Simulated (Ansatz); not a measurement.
Input for silicene on silicene (facing Si atop Si, held by symmetry; silicene a predicted or substrate-bound sheet, here free):

Ansatz 0.2 input:
```yaml
crystal:
  lattice:
    - [3.847083429, 0.0, 0.0]
    - [-1.923541714, 3.331671981, 0.0]
    - [0.0, 0.0, 22.23]
  atoms:
    - { symbol: Si, position: [0.3333333, 0.6666667, 0.4048583] }
    - { symbol: Si, position: [0.6666667, 0.3333333, 0.4246514] }
    - { symbol: Si, position: [0.6666667, 0.3333333, 0.5753486] }
    - { symbol: Si, position: [0.0, 0.0, 0.5951417] }
  symmetry: { detect: true }
basis:
  ecutwfc: 420
  ecutrho_ratio: 4
  xc_grid: 2
kpoints:
  mp_grid: { grid: [12, 12, 1] }
hamiltonian:
  xc: pbe
  dispersion: d3bj
  pseudopotentials: { kind: paw }
scf:
  n_extra_bands: 12
  occupations: { method: fermi_dirac, width: 0.05 }
output:
  forces: true
  eigenstates:
    kpoints:
      - [0.0, 0.0, 0]
      - [0.333333, 0.333333, 0]
      - [-0.5, 0.0, 0]
      - [0.166667, 0.166667, 0]
    e_range: [-3, 3.5]
    localisation: true
efield:
  axis: 3
  dipole_correction: true
relax:
  f_tol: 0.012
  max_steps: 80
```

Level of theory: PBE+D3(BJ) (plane waves to 420 eV, PAW; Ansatz, an electronic-structure program). Spin–orbit coupling is left out. Its k-point mesh 12×12×1, Fermi–Dirac width 0.05 eV. A dipole correction is on.

Write the closing report of this run, without the band table and long remarks, to eight decimals at most.


```
SCF converged after 5 iterations
Free energy (F): -2542.213711 eV
Harris-Foulkes:  -2542.213711 eV  (|F-HF|=1.30e-8)
Internal energy: -2542.206249 eV  (E = F + TS)
E sigma→0 (E₀):  -2542.209980 eV
Entropy (-TS):   -0.007462 eV (-1.866 meV/atom)
Fermi energy:    -1.671140 eV
Dipole field:    D = -0.000075 V/Å  (p = -0.000118 e·Å, saw-weighted, corrected)
Work function:   Φ+ = 4.7776 eV   Φ− = 4.7759 eV
Levels:          The Fermi level and band energies are counted from a zero that moves with the ramp; work functions are not
--- Per-component energies (eV) ---
  E_band       = -103.655037
  E_kinetic    = 157.231357
  E_local      = -3709.125430  (includes V_loc(G=0)·N_el)
  E_nonlocal   = 104.400935
  E_hartree    = 1768.360735
  E_xc         = -218.389949
  E_vxc        = -183.609787  (∫ρ·V_xc dr)
  E_paw        = -2050.488392  (= ΣΔE_a)
  E_vpaw       = -9.274593  (= ΣTr[D̂ρ^β])
  E_aug_tail   = 0.000026  (compensation charges beyond the density's cutoff)
  E_efield     = 0.000000  (sawtooth field / dipole correction)
  E_vefield    = 0.000000  (∫n·V_field dr)
  E_ewald      = 1406.812348
  E_disp       = -1.007879  (pairwise vdW)
  E_smearing   = -0.007462  (= −TS)
  E_closure    = 0.000000  (closes the sum)
  Σ components = -2542.213711   (vs F -2542.213711, Δ=0.00e0)
--- Forces (eV/Å), atoms counted from 1 ---
  atom   1  Si     0.00000000     0.00000000    -0.00118145
  atom   2  Si     0.00000000    0.00000000     0.00068096
  atom   3  Si     0.00000000     0.00000000    -0.00057829
  atom   4  Si     0.00000000    0.00000000     0.00111513
  max |Σ_I F_I| component: 3.63e-5 eV/Å
--- Relaxed structure (6 steps of the walk, 5 accepted, 0 SCFs on fresh bases) ---
  F+E_penalty+E_count = -2542.21371078 eV   max|allowed force component| = 1.191e-3 eV/Å
  atoms:
    - { symbol: Si, position: [0.33333333, 0.66666667, 0.41418588] }
    - { symbol: Si, position: [0.66666667, 0.33333333, 0.44380593] }
    - { symbol: Si, position: [0.66666667, 0.33333333, 0.55619329] }
    - { symbol: Si, position: [0.0, 0.0, 0.58581490] }
```

Cost: very roughly 70 core-seconds.
